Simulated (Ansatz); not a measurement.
**Effect of uniaxial strain ε_zz = −3.00 % on HfN**

Base system: HfN in the rock salt structure (space group Fm-3m, No. 225; a = 4.468 Å; relaxed with 0.1 eV smearing). Axes: x, y, z lie along the cube axes.

One thing is altered: the cell is compressed by 3.00 % along z with no lateral relaxation; the atoms relax in the strained cell.

All numbers come from LDA, PAW, 420 eV (Ansatz, a first-principles code; no spin-orbit coupling). Γ-centred 22×22×22 mesh, Fermi–Dirac width 0.1 eV.

The volume per atom falls by 0.33 Å³ (11.15 Å³ → 10.82 Å³) and the shortest interatomic distance decreases by 0.127 bohr to 4.095 bohr. The energy goes up by 24 meV/atom and the pressure (mean of the normal stresses, compression positive) goes from zero to 10.5 GPa. The band gap is still zero and the stress (xx, yy, zz, yz, xz, xy; compression positive) is (3.6, 3.6, 24.2, 0.0, 0.0, 0.0) GPa.

Final structure:

```yaml
crystal:
  lattice:
    - [0.00000, 2.23415, 2.16713]
    - [2.23415, 0.00000, 2.16713]
    - [2.23415, 2.23415, 0.00000]
  atoms:
    - { symbol: Hf, position: [0.00000, 0.00000, 0.00000] }
    - { symbol: N, position: [0.50000, 0.50000, 0.50000] }
```

Cost of the whole job for the changed cell (relaxation, final SCF and bands): very roughly 28 core-seconds.

No phonon test of stability was made. The final runs are not spin-polarised. An odd electron count without spin: HfN.
